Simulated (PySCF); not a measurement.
PySCF 2.14.0, CAM-B3LYP/def2-svp: Ge(F)(Cl)2(OMe) (C[O][Ge]([F])([Cl])[Cl]), 9 atoms. The geometry is a generated start, not checked to be a minimum at this level.

| Item | Value |
|---|---|
| task | energy |
| method | cam-b3lyp |
| basis | def2-svp |
| two-electron scheme | exact four-centre integrals |
| mf.init_guess | minao (default) |
| mf.DIIS | CDIIS (default) |
| mf.diis_space | 8 (default) |
| mf.grids.level | 3 (default) |
| basis functions | 125 |
| grid points | 130288 |

```xyz
9

C     -1.4675     0.1183    -0.2428
O     -0.1605     0.6832    -0.3316
Ge     1.3507     0.0039     0.2045
F      1.7024    -1.3186    -0.9276
Cl     2.7565     1.4895    -0.0862
Cl     1.2493    -0.9406     2.0789
H     -2.0131     0.6120     0.5652
H     -1.4537    -0.9589    -0.0653
H     -1.9642     0.3111    -1.1951
```
Charge 0, spin multiplicity 1.

The reference run uses exact four-centre integrals. One run each, on a shared machine, so no times are given.

Settings tried, all else as in the reference:
- mol.max_memory = 200 MB, mf.direct_scf_tol = 1e-06, mf.conv_tol = 1e-06 Hartree
- mol.max_memory = 200 MB, mf.direct_scf_tol = 1e-07, mf.conv_tol = 1e-06 Hartree
- mol.max_memory = 200 MB, mf.direct_scf_tol = 1e-09
- mol.max_memory = 200 MB, mf.direct_scf_tol = 1e-10
- mol.max_memory = 200 MB, mf.direct_scf_tol = 1e-08, mf.conv_tol = 1e-06 Hartree

**Question.** Which settings reproduce the reference to 1.0 meV/atom in energy?

**Answer.** Within it: mol.max_memory = 200 MB, mf.direct_scf_tol = 1e-10; mol.max_memory = 200 MB, mf.direct_scf_tol = 1e-08, mf.conv_tol = 1e-06 Hartree; mol.max_memory = 200 MB, mf.direct_scf_tol = 1e-09; mol.max_memory = 200 MB, mf.direct_scf_tol = 1e-07, mf.conv_tol = 1e-06 Hartree. Outside: mol.max_memory = 200 MB, mf.direct_scf_tol = 1e-06, mf.conv_tol = 1e-06 Hartree.

```json
[
 {"setting": "mol.max_memory = 200 MB, mf.direct_scf_tol = 1e-10", "energy against the reference": "under 0.001 meV/atom"},
 {"setting": "mol.max_memory = 200 MB, mf.direct_scf_tol = 1e-08, mf.conv_tol = 1e-06 Hartree", "energy against the reference": "under 0.001 meV/atom"},
 {"setting": "mol.max_memory = 200 MB, mf.direct_scf_tol = 1e-09", "energy against the reference": "under 0.001 meV/atom"},
 {"setting": "mol.max_memory = 200 MB, mf.direct_scf_tol = 1e-07, mf.conv_tol = 1e-06 Hartree", "energy against the reference": "−0.0022 meV/atom"},
 {"setting": "mol.max_memory = 200 MB, mf.direct_scf_tol = 1e-06, mf.conv_tol = 1e-06 Hartree", "energy against the reference": "−2.2 meV/atom"}
]
```

Total energies are compared; such shifts often cancel in part in energy differences. The small max_memory forces a direct SCF, where direct_scf_tol acts; the reference holds its integrals in memory. Also tried and not ranked: mol.max_memory = 200 MB, mf.direct_scf_tol = 1e-08 (ended without SCF convergence in 50 cycles); mol.max_memory = 200 MB, mf.direct_scf_tol = 1e-11 (same energy as a listed run); mol.max_memory = 200 MB, mf.direct_scf_tol = 1e-12 (same energy as a listed run); mol.max_memory = 200 MB (same energy as a listed run). The tolerance is a choice made for this comparison.
